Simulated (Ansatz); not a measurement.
# Response to strain in Ta

Start from Ta in the bcc (W type) structure (space group Im-3m, No. 229; relaxed with 0.1 eV smearing).

```xyz
1
Lattice="-1.6270 1.6270 1.6270 1.6270 -1.6270 1.6270 1.6270 1.6270 -1.6270" Properties=species:S:1:pos:R:3 pbc="T T T"
Ta     0.0000     0.0000     0.0000
```

Cartesian axes are those of the cell as printed.

Strains are applied to the cell and any free atomic positions relax.

All numbers come from LDA in Ansatz (plane waves to 420 eV, PAW, spin-orbit coupling left out).

Candidates:
(a) uniaxial strain ε_zz = −2.50 %
(b) uniaxial strain ε_zz = +2.50 %
(c) uniaxial strain ε_zz = −0.50 %
(d) uniaxial strain ε_zz = −1.00 %
(e) uniaxial strain ε_zz = +3.00 %

Notes on the quantities. energy relative to the base: free energy F.

Order them by energy relative to the base, lowest first.

(c) uniaxial strain ε_zz = −0.50 % (+0.4 meV/atom), (d) uniaxial strain ε_zz = −1.00 % (+1.6 meV/atom), (b) uniaxial strain ε_zz = +2.50 % (+9.6 meV/atom), (a) uniaxial strain ε_zz = −2.50 % (+11 meV/atom), (e) uniaxial strain ε_zz = +3.00 % (+14 meV/atom)

Stability against distortions was not tested. All final runs are without spin polarisation.

Ansatz is a first-principles code.
